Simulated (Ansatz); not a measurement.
Cost and result by functional for the surface energy of the (321) surface of beta tin in its 1x1 cell, outermost plane spacing 0.37 Å in the ideal cut (one of several cuts of this face), in Ansatz (plane waves, PAW). Single points on the PBE structure, on one kind of machine; costs are rough ratios of the slab run's core time (references not counted) to the cheapest single point. r2SCAN's cost holds its higher cutoff (500 against 420 eV). Differences are taken against r2SCAN for comparison alone: no measured value is at hand, so the table doesn't rank accuracy.

Model: 16-atom slab, 10.6 Å thick at the start, 9x5x1 mesh, Fermi-Dirac 0.1 eV, dipole correction, all atoms relaxed; held to the start's symmetry, so lower structures may exist; no spin, no spin-orbit, no U. These notes are the PBE run's.

| functional | relative cost | surface energy (J/m²) | less r2SCAN (J/m²) |
|---|---|---|---|
| PBEsol | 1 | 0.55 | 0.08 |
| RPBE | 1 | 0.31 | -0.16 |
| LDA | 1 | 0.61 | 0.13 |
| r2SCAN | 2 | 0.48 | 0.00 |
| PBE (the relaxed run's value) | – | 0.42 | -0.06 |

The values span 0.29 J/m², while the single points' costs differ by a factor of roughly 2. Differences are of unrounded values.

Ansatz is a program for electronic structure.
